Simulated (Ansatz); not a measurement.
Given:

```
CELL_PARAMETERS angstrom
      0.00000     3.28644     3.28644
      3.28644     0.00000     3.28644
      3.28644     3.28644     0.00000
ATOMIC_POSITIONS crystal
  K  0.00000 0.00000 0.00000
  Cl 0.50000 0.50000 0.50000
```

No spin polarisation.

Computed with Kohn–Sham DFT with the PBE functional, run in Ansatz (a first-principles code) with PAW and 420 eV plane waves, no spin-orbit coupling. Settings: 9×9×9 k-points, 0.05 eV Fermi–Dirac smearing.

### Question
Predict the gap character, electron mass, width of the top valence band and band gap.

### Answer
The gap character is direct at Γ. The electron mass is 0.47 mₑ (at Γ) and the width of the top valence band comes out as 0.38 eV. The band gap is 4.77 eV.

The cells carry an imposed strain or load. Masses are band curvatures over ±0.01 Å⁻¹ around the edge. Stability against distortions was not tested. The cell was made from KCl in the rock salt structure (space group Fm-3m, No. 225) by this change: isotropic strain +3.00 %.
